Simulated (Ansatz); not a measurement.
Where the default PAW files enter, the runs use the earlier of Ansatz's two default sets.

Here is the system:

```
Ga2O3
1.0
    3.04757     0.00000     0.00000
    0.00000     5.81741     0.00000
    1.52378    -1.46094     5.96390
Ga O
4 6
Cartesian
  3.04757   2.98967   4.06929
  1.52378   1.36680   1.89461
  1.52378  -0.00280   4.88480
  3.04757   4.35928   1.07911
  1.52378   4.31400   0.04211
  3.04757   0.04247   5.92180
  1.52378   1.58650   3.89598
  3.04757   2.76998   2.06792
  3.04757   0.15432   1.96212
  1.52378   4.20215   4.00178
```

Space group of this cell: C2/m. The cell is taken as given; by r2SCAN its mean pressure is -1.5 GPa.

Calculation: r2SCAN (plane waves, PAW; Ansatz, an electronic-structure program).

The current runs along the normal of the first two printed vectors; no spin-orbit coupling. Scaled by the factor s: both lengths across the current (ions clamped). Meshes 10×6×10 and 10×6 across the current in all rows.

```tsv
s	mean pressure (GPa)	slowest mid-gap decay constant κ (1/Å)
0.98	7.8	?
1.00	-1.5	0.244
1.02	-9.1	0.222
```

Problem. Take the slope of the slowest mid-gap decay constant κ against ln s from the two given rows, extrapolate to s = 0.98, and say what the run there gives.

Solution. Slope = (0.222 − 0.244) / ln 1.02 = -1.11 1/Å. The line gives 0.244 + (-1.11) × ln 0.98 = 0.266 1/Å. The run gives 0.265 1/Å, 0.001 1/Å under the line, 6 % of the predicted step.
